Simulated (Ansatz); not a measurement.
**Cu on the 1x1 (0001) surface of hcp Ru, one in a 2x2 cell, started at the site 'hollow Ru-Ru-Ru over Ru at depth 2.1 Å'**

The numbers are results of PBE (plane waves to 420 eV, PAW; Ansatz, a quantum-chemistry and plane-wave program), not measurements.

Set-up: 17 atoms, 6.3 Å thick at the start under the adsorbate (thin: gaps and levels are the slab's own); mesh 6x6x1; 0.1 eV smearing; dipole correction on; 8 atoms held, the rest relaxed; held to the start's symmetry, so lower structures may exist; no spin, no spin-orbit, no U, no dispersion correction. At the end it is bonded to 3 Ru. In PBE it is, or lies within 0.03 eV of, the lowest of the starts that converged.

```yaml
adsorption energy against an atom of fcc Cu: 0.41 eV
work_function_of_the_top_face: 4.02 eV
change_of_the_work_function: -0.98 eV
change_of_the_step_from_the_bottom_to_the_top_vacuum_level_against_the_clean_slab: -0.99 eV
energy_released_by_relaxation: 0.43 eV
height of the binding atom over the mean of the host atoms within 0.3 Å of the top one: 1.942 Å
nearest_host_atoms_of_the_binding_atom: Ru at 2.53 Å, Ru at 2.53 Å, Ru at 2.53 Å
largest_move_of_a_host_atom: 0.05 Å
cost: around 5 core-minutes (rough)
```

A negative adsorption energy means that the adsorbate is more stable on the surface than in its reference.
